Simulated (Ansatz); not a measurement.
Band structure of Li2BiO3 (Cmmm, 6 atoms in the cell).

```
Li2BiO3
1.0
    2.24648    -4.98740     0.00000
    2.24648     4.98740     0.00000
    0.00000     0.00000     3.51136
Li Bi O
2 1 3
Cartesian
  2.24648  -1.55866   1.75568
  2.24648   1.55866   1.75568
  0.00000   0.00000   0.00000
  2.24648   3.51282   1.75568
  2.24648  -3.51282   1.75568
  2.24648   0.00000   0.00000
```

Level of theory: PBEsol, PAW files made with PBE (plane waves; Ansatz, a quantum-chemistry and plane-wave program).

Settings: basis.ecutwfc = 420 eV; kpoints.mp_grid.grid = 7 7 8; hamiltonian.xc = pbesol; hamiltonian.pseudopotentials = {kind: paw} (the program's default PAW files); scf.occupations.method = fermi_dirac; scf.occupations.width = 0.1 eV; kpoints.band_path.npoints = 8.

The starting cell comes from a database of computed structures (which also holds hypothetical and non-ambient phases and stackings), without a prior relaxation at this level. Its lattice was rescaled by a random factor within 2.5 % of one. Spin-orbit coupling is off.

Levels in eV from the Fermi level, bands 16 to 23:
| point | 16 | 17 | 18 | 19 | 20 | 21 | 22 | 23 |
|---|---|---|---|---|---|---|---|---|
| Γ | -1.83 | -1.83 | -1.81 | -1.74 | -1.71 | 3.97 | 5.22 | 7.18 |
| X | -2.02 | -2.00 | -2.00 | -1.25 | 0.06 | 2.37 | 4.16 | 6.81 |
| S | -2.25 | -2.05 | -1.92 | -1.36 | 0.46 | 2.42 | 3.86 | 6.72 |
| R | -2.13 | -2.11 | -2.05 | -1.23 | 1.21 | 3.18 | 4.68 | 5.99 |
| A | -2.38 | -2.35 | -1.76 | -1.53 | 0.73 | 3.83 | 4.90 | 5.95 |
| Z | -2.70 | -2.25 | -2.01 | -1.46 | -0.54 | 5.30 | 5.37 | 6.66 |
| Y | -2.56 | -2.15 | -1.84 | -1.79 | -0.80 | 2.77 | 6.32 | 7.15 |
| X1 | -2.02 | -2.00 | -2.00 | -1.25 | 0.06 | 2.37 | 4.16 | 6.81 |
| A1 | -2.38 | -2.35 | -1.76 | -1.53 | 0.73 | 3.83 | 4.90 | 5.95 |
| T | -2.57 | -2.25 | -2.05 | -1.72 | 0.07 | 5.90 | 5.92 | 6.70 |

Bands cross the Fermi level along this path, so the cell is metallic at this level.

Keys are those of Ansatz 0.2.
